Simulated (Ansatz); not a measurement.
MgO (model structure, from the CsCl type, Pm-3m, No. 221), treated with G0W0@HSE06 in Ansatz (hard PAW, contour deformation).

The cell is the one relaxed with PBEsol. Conventional cell: a = 2.6334 Å, b = 2.6334 Å, c = 2.6334 Å, α = 90.00°, β = 90.00°, γ = 90.00°.

The quasiparticle gap at Γ at a fixed k mesh 2×2×2:

| response cutoff | value (eV) |
|---|---|
| 250 eV, 301 empty bands | 5.834 |
| 300 eV, 396 empty bands | 5.871 |
| 400 eV, 609 empty bands | 5.911 |
| 500 eV, 852 empty bands | 5.935 |

Question: Taking the value to converge with the response cutoff E as E^(−3/2), extrapolate from the last two rows.

Answer: With y = y∞ + c/w and weights w = 8000 and 11180 for the last two rows, y∞ = (w2 y2 − w1 y1)/(w2 − w1) = (11180 × 5.935 − 8000 × 5.911)/3180 = 5.995 eV, which lies 0.060 beyond the last row. Successive pairs of rows give 5.989, 5.985, 5.995. The limit also hangs on the law assumed, so its last digits aren't firm.

The other settings are not extrapolated, so this is the limit in one setting alone.

The smallest gap on this mesh is 4.78 eV, away from Γ.

Note: GW on a hybrid start was not checked against another program.

A model structure was made by putting elements into a prototype or built by hand; it is no filed structure, need not be a known phase, and can be a saddle point held by its symmetry.

Ansatz is a first-principles code.
